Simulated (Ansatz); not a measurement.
An Ansatz (a quantum-chemistry and plane-wave program) run: LiNbO3 with a change (biaxial strain −2.25 %, plane normal [001], relaxed out of plane); LDA (Ansatz; PAW; 420 eV plane waves; spin-orbit coupling left out).

Input:

Ansatz 0.2 input:
```yaml
crystal:
  lattice:
    - [4.9534487417, 0, 0]
    - [2.4767243708, 4.2898124466, 0]
    - [2.4767243708, -1.4299374822, 4.6137564681]
  atoms:
    - { symbol: Li, position: [0.437713357, 0.2811433215, 0.8434299645] }
    - { symbol: Li, position: [0.437713357, 0.7811433215, 0.3434299645] }
    - { symbol: Nb, position: [0.0049590566, 0.9975204717, 0.9925614151] }
    - { symbol: Nb, position: [0.0049590566, 0.4975204717, 0.4925614151] }
    - { symbol: O, position: [0.9170859505, 0.3657225961, 0.1884362069] }
    - { symbol: O, position: [0.5287552465, 0.1055221574, 0.1884362069] }
    - { symbol: O, position: [0.1772863892, 0.7171914534, 0.1884362069] }
    - { symbol: O, position: [0.5287552465, 0.8657225961, 0.6884362069] }
    - { symbol: O, position: [0.1772863892, 0.6055221574, 0.6884362069] }
    - { symbol: O, position: [0.9170859505, 0.2171914534, 0.6884362069] }
basis: { ecutwfc: 420, ecutrho_ratio: 4, xc_grid: 2, fft_grid_basis: typed }
kpoints: { mp_grid: { grid: [8, 8, 8] } }
hamiltonian:
  xc: lda
  dispersion: none
  pseudopotentials: { kind: paw }
scf: { occupations: { method: fermi_dirac, width: 0.05 } }
relax: { f_tol: 0.005, max_steps: 50, cell: { stress_tol: 0.01, fix: [a, b, gamma] } }
output: { forces: true, stress: true }
checkpoint: { write: state.ck, write_every: 1000 }
```

Output (explanatory and most iteration lines left out):

```
Relaxation: its limit of steps is 50 (relax.max_steps)
Pseudopotential: Li, paw, valence charge 3
Pseudopotential: Nb, paw, valence charge 13
Pseudopotential: O, paw, valence charge 6
Crystal: 10 atoms, lattice volume = 98.039 Å³
Basis set: ecut = 420 eV, 1881 PW (Γ), exchange–correlation on 72×72×80 points (8 copies of the dense FFT grid, shifted against one another)
Bands: 44, of which v1, the nominal top of the filled ones, is band 34 counted from 1 (33 counted from 0)
Symmetry: 6 space group operations
Space group: R3c (ITA 161), of the structure as read, at distance tolerance 4.6e-5 Å
k-points: 65 of 512 (time reversal used)
Functional: x = slater, c = lda
SCF iter   1: F=—  HF=-12631.382051 eV  |F-HF|=—  |Δ(HF+E_count)|=         —  Δρ=1.87e-2  dr2=2.94e-1  ethr=1.77e-3  ⟨swp⟩=6.1  Hψ=12202  notcnv=0  defer=6
SCF iter   2: F=—  HF=-12631.311355 eV  |F-HF|=—  |Δ(HF+E_count)|=   7.07e-2  Δρ=6.26e-3  dr2=2.57e-2  ethr=4.33e-4  ⟨swp⟩=2.0  Hψ=4789  notcnv=0  defer=254
SCF 1 converged in 7 iterations: F = -12631.302847 eV  dr2 = 1.69e-8
relax step   1: F+E_penalty+E_count = -12631.30284702 eV  Δ(F+E_penalty+E_count) = +0.000e0 eV  max|allowed force component| = 5.477e-1 eV/Å  Δτ_max = 0.0000 Å  P = +9.264 GPa  Ω = 98.039 Å³  fix = [a, b, gamma]  reactions: a +11.641, b +11.641 GPa  (7 SCF iters, dr2 threshold 1.00e-7 eV, accepted)
[... steps on the carried basis left out ...]
relax step  10: F+E_penalty+E_count = -12631.36925233 eV  Δ(F+E_penalty+E_count) = +6.192e-5 eV  max|allowed force component| = 9.693e-5 eV/Å  Δτ_max = 0.0001 Å  P = +3.846 GPa  Ω = 98.381 Å³  energy of the carried Pulay correction = -6.312e-5 eV  fix = [a, b, gamma]  reactions: a +5.769, b +5.769 GPa  (6 SCF iters, accepted)
Crystal: 10 atoms, lattice volume = 98.381 Å³
SCF iter   1: F=—  HF=-12631.369332 eV  |F-HF|=—  |Δ(HF+E_count)|=         —  Δρ=2.00e-6  dr2=6.77e-10  ethr=3.45e-8  ⟨swp⟩=3.2  Hψ=19436  notcnv=0
SCF iter   2: F=—  HF=-12631.369328 eV  |F-HF|=—  |Δ(HF+E_count)|=   3.74e-6  Δρ=1.03e-6  dr2=3.20e-10  ethr=1.00e-12  ⟨swp⟩=3.2  Hψ=7101  notcnv=0
SCF 11 converged in 5 iterations: F = -12631.369328 eV  dr2 = 9.39e-13
SCF converged after 5 iterations
Free energy (F): -12631.369328 eV
Internal energy: -12631.369328 eV  (E = F + TS)
E sigma→0 (E₀):  -12631.369328 eV
Fermi energy:    9.686658 eV
--- Forces (eV/Å), atoms counted from 1 ---
  atom   1  Li    -0.00000000     0.00000000     0.00001081
  atom   2  Li    -0.00000000     0.00000000     0.00001081
  atom   3  Nb    -0.00000000    -0.00000000     0.00002312
  atom   4  Nb    -0.00000000    -0.00000000     0.00002312
  atom   5  O     -0.00002598    -0.00009438    -0.00001126
  atom   6  O      0.00009473     0.00002469    -0.00001126
  atom   7  O     -0.00006875     0.00006970    -0.00001126
  atom   8  O      0.00002598    -0.00009438    -0.00001126
  atom   9  O     -0.00009473     0.00002469    -0.00001126
  atom  10  O      0.00006875     0.00006970    -0.00001126
--- Stress (GPa, compression-positive) ---
        5.768889       0.000000       0.000000
        0.000000       5.768889       0.000000
        0.000000       0.000000       0.002272
  P = ⅓ Tr σ = 3.8467 GPa (38.467 kbar)
--- Relaxed structure (9 steps of the walk, 8 accepted, 2 SCFs on fresh bases) ---
  cell:  # Å, volume = 98.3813 Å³
    - [4.9534487416675175, 2.8867681802376906e-11, 3.578774025389166e-11]
    - [2.4767243708087587, 4.289812446642565, 1.7893772517286384e-11]
    - [2.4767243708086424, -1.4299374821949433, 4.629844954222206]
  atoms:
    - { symbol: Li, position: [0.4322009055721976, 0.28389954721390115, 0.8516986416417034] }
    - { symbol: Li, position: [0.43220090557219726, 0.7838995472139012, 0.3516986416417036] }
    - { symbol: Nb, position: [0.006198946296852026, 0.9969005268515738, 0.9907015805547214] }
    - { symbol: Nb, position: [0.006198946296852359, 0.49690052685157376, 0.4907015805547215] }
    - { symbol: O, position: [0.9115132809283275, 0.3737708039231416, 0.1862999260345249] }
    - { symbol: O, position: [0.5284159891140061, 0.09781320696285242, 0.18629992603452483] }
    - { symbol: O, position: [0.18747087788861658, 0.7147159151485308, 0.1862999260345249] }
    - { symbol: O, position: [0.5284159891140059, 0.8737708039231414, 0.6862999260345247] }
    - { symbol: O, position: [0.18747087788861655, 0.5978132069628525, 0.6862999260345246] }
    - { symbol: O, position: [0.9115132809283277, 0.2147159151485309, 0.6862999260345248] }
```

Stability against distortions was not tested. The cell was made from LiNbO$_{3}$ (space group R3c, No. 161) by this change: biaxial strain −2.25 %, plane normal [001], relaxed out of plane.
